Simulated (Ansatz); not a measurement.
ZrTa (model structure, P4/mmm, No. 123, 2 atoms in the cell)

These are LDA in Ansatz (PAW) values and carry that method's errors.

Run with plane-wave cutoff 520 eV, 18×18×14 k mesh (along the axes of the cell as run), Fermi–Dirac smearing 0.05 eV, scalar-relativistic PAW data made under PBE.

Cell (relaxed at this level):

```xyz
2
Lattice="2.8111 0.0000 0.0000 0.0000 2.8111 0.0000 0.0000 0.0000 4.8472" Properties=species:S:1:pos:R:3 pbc="T T T"
Ta     0.0000     0.0000     0.0000
Zr     1.4056     1.4056     2.4236
```

```
Quantity                Result
---------------  -------------
band gap         zero (no gap)
bulk modulus B0        149 GPa
```

Note: the bulk modulus is −V dP/dV from two relaxed cells at ±2 % in volume; the relaxation could raise the start's symmetry but not lower it, so the cell can be a saddle point.

Spin–orbit coupling is not included.

A model structure was made by putting elements into a prototype or built by hand; it is no filed structure, need not be a known phase, and can be a saddle point held by its symmetry.

Ansatz is a program for electronic structure.
